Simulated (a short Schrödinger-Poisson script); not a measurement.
Structure: gated Al0.33Ga0.67N/GaN polarisation-induced gas, at 300 K.

```csv
layer,material,thickness (nm),Na (cm⁻³)
1,Al0.33Ga0.67N,20,-
2,GaN,6000,5e14
```

Constants are typed, rounded textbook-type inputs, not results; the design itself was drawn at random and stands for no fabricated device. Al0.33Ga0.67N: permittivity 9.3, conduction-band edge (eV) 0.462, gap (eV) 4.09, electron mass (mₑ) 0.24, Nv at 300 K (cm⁻³) 4.6e19. GaN: permittivity 9.5, conduction-band edge (eV) 0, gap (eV) 3.43, Nv at 300 K (cm⁻³) 4.6e19.

Channel valleys (confinement mass, in-plane density-of-states mass, number): Γ 0.2, 0.2, 1. At the gate the conduction-band edge of layer 1 lies 1.27 eV − eVg above the Fermi level of the channel; the field vanishes at the back. Sheet of polarisation charge: +1.6e13 e/cm² at 20 nm from the gate. The barrier under the gate holds no holes. Gaps are held at their typed values at every temperature. Mesh 0.08 nm at interfaces.

Solved with a short Schrödinger-Poisson script written for these runs: 1D Poisson equation in equilibrium, electrons quantum, Hartree (BenDaniel-Duke, 40 states a valley, the channel's in-plane mass for all, wave functions free to enter the barrier), parabolic valleys, classical holes, full ionisation, no traps, pinning or gate leakage.

The same stack at other levels of the model or other numerical settings:

```tsv
run	sheet density of all electrons at Vg = 0.5 V (cm⁻²)	sheet density of all electrons at Vg = -3.5 V (cm⁻²)	capacitance at Vg = 0.5 V (μF/cm²)	centroid of the channel electrons at Vg = 0.5 V (nm)	rough cost against the base
base	1.40e13	4.28e12	0.398	2.01	about 1
electrons treated as classical, Boltzmann	1.47e13	4.56e12	0.407	0.80	0.02
electrons treated as classical, Fermi-Dirac	1.40e13	4.38e12	0.390	1.78	0.09
electrons treated as quantum, Hartree plus LDA exchange-correlation	1.41e13	4.36e12	0.398	1.83	about 1
mesh six times as coarse	1.40e13	4.28e12	0.398	1.94	0.2
one subband a valley	1.40e13	4.26e12	0.395	1.39	0.4
```

The classical rows ignore confinement, and Boltzmann statistics overrate the density once the band edge passes the Fermi level.
